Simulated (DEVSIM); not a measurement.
Structure: Schottky contact on n-type Ge, at 400 K.

```tsv
layer (left to right)	material	thickness (μm)	Nd (cm⁻³)	τn (s)	τp (s)
1	Ge	12.0	1.4e17	9.7e-7	9.7e-7
```

Left contact: Schottky, work function 4.35 eV, emission velocity 6.6e6 cm/s. Right contact: ohmic. Voltage is applied to the left contact. Recombination: SRH at mid-gap, Auger. Mobility is μmin + (μ − μmin)/(1 + (N/Nref)^α).

Constants are typed, rounded textbook-type inputs, not results; the design itself was drawn at random and stands for no fabricated device. Values at 300 K; Nc and Nv go as T^1.5, mobilities as T to minus their exponent, the gap by Varshni's rule with the affinity fixed.

```csv
parameter,Ge
gap (eV),0.664
affinity (eV),4
permittivity,16
Nc (cm⁻³),1.04e19
Nv (cm⁻³),6e18
μn (cm²/Vs),3900
μp (cm²/Vs),1900
"μn,min",150
"μp,min",100
"Nref,n",2.6e17
"Nref,p",4e17
αn,0.56
αp,0.6
T exponent of μn,1.66
T exponent of μp,2.33
Cn (cm⁶/s),1e-31
Cp (cm⁶/s),1e-31
Varshni α (eV/K),0.000477
Varshni β (K),235
```

Model (solved in DEVSIM): 1D drift-diffusion, Boltzmann statistics, complete ionisation; no tunnelling, impact ionisation, image-force lowering or self-heating. Metal contacts follow the ideal Schottky-Mott rule: no Fermi-level pinning, no interface dipoles.

The metal work function was swept, all else fixed.

```csv
metal work function (eV),potential step across the device at zero bias (V),largest field in the device at zero bias (V/cm)
4.2,0.037,21000
4.25,0.087,41000
4.3,0.137,56000
4.35,0.187,69000
4.4,0.237,80000
4.45,0.287,91000
4.5,0.337,110000
4.55,0.387,130000
```

From the first row to the last the potential step across the device at zero bias goes from 0.037 to 0.387. From the first row to the last the largest field in the device at zero bias goes from 21000 to 130000.
